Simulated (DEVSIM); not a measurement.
System: abrupt Ge p-n junction, at 300 K.

| layer (left to right) | material | thickness (μm) | Nd (cm⁻³) | Na (cm⁻³) | τn (s) | τp (s) |
|---|---|---|---|---|---|---|
| 1 | Ge | 1.20 | - | 8.7e15 | 1.4e-6 | 1.4e-6 |
| 2 | Ge | 120 | 1.6e15 | - | 1.4e-6 | 1.4e-6 |

Left contact: ohmic. Right contact: ohmic. Voltage is applied to the left contact. Recombination: SRH at mid-gap, radiative, Auger. Mobility is constant in doping.

The device is made up for the run: typed textbook-type constants, with dimensions and the other settings drawn at random. Values at 300 K; Nc and Nv go as T^1.5, mobilities as T to minus their exponent, the gap by Varshni's rule with the affinity fixed.

```
parameter               Ge
----------------  --------
gap (eV)             0.664
affinity (eV)            4
permittivity            16
Nc (cm⁻³)          1.04e19
Nv (cm⁻³)             6e18
μn (cm²/Vs)           3900
μp (cm²/Vs)           1900
T exponent of μn      1.66
T exponent of μp      2.33
B (cm³/s)          6.4e-14
Cn (cm⁶/s)           1e-31
Cp (cm⁶/s)           1e-31
Varshni α (eV/K)  0.000477
Varshni β (K)          235
```

Simulated with DEVSIM: 1D drift-diffusion, Boltzmann statistics, complete ionisation; no tunnelling, impact ionisation, image-force lowering or self-heating.

The temperature was swept, all else fixed.

```tsv
temperature (K)	potential step across the device at zero bias (V)	largest field in the device at zero bias (V/cm)	dark forward voltage at 100 A/cm² (V)
250	0.365	10000	0.742
300	0.268	8400	0.774
350	0.169	6800	0.810
400	0.082	4900	0.770
450	0.031	3000	0.412
500	0.011	1800	0.167
```

From the first row to the last the potential step across the device at zero bias goes from 0.365 to 0.011. From the first row to the last the largest field in the device at zero bias goes from 10000 to 1800.
